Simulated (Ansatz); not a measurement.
System: LuAlO3 (Pnma, No. 62, 20 atoms in the cell; start mp-755574). Method: PBEsol (plane waves, PAW; Ansatz, a program for electronic structure).

Settings: plane-wave cutoff 520 eV, 6×6×8 k mesh (along the axes of the cell as run), Fermi–Dirac smearing 0.01 eV, scalar-relativistic PAW data made under PBE.

Cell (relaxed with PBEsol):

```xyz
20
Lattice="5.3309 0.0000 0.0000 0.0000 7.3038 0.0000 0.0000 0.0000 5.0835" Properties=species:S:1:pos:R:3 pbc="T T T"
Lu     4.9873     5.4779     0.0862
Lu     0.3436     1.8260     4.9973
Lu     3.0091     1.8260     2.6279
Lu     2.3219     5.4779     2.4556
Al     2.6655     0.0000     0.0000
Al     0.0000     0.0000     2.5417
Al     0.0000     3.6519     2.5417
Al     2.6655     3.6519     0.0000
O      2.5057     1.8260     0.5042
O      2.8252     5.4779     4.5793
O      0.1597     5.4779     3.0459
O      5.1712     1.8260     2.0375
O      1.0666     4.0272     1.0082
O      4.2643     3.2766     4.0753
O      1.5989     3.2766     3.5499
O      3.7320     4.0272     1.5336
O      3.7320     6.9285     1.5336
O      1.5989     0.3753     3.5499
O      4.2643     0.3753     4.0753
O      1.0666     6.9285     1.0082
```

### Question
What does this level give for the band gap?

### Answer

- band gap: 5.85 eV

Spin–orbit coupling is not included.

A start named mp-… is a Materials Project structure, which need not be a measured phase.
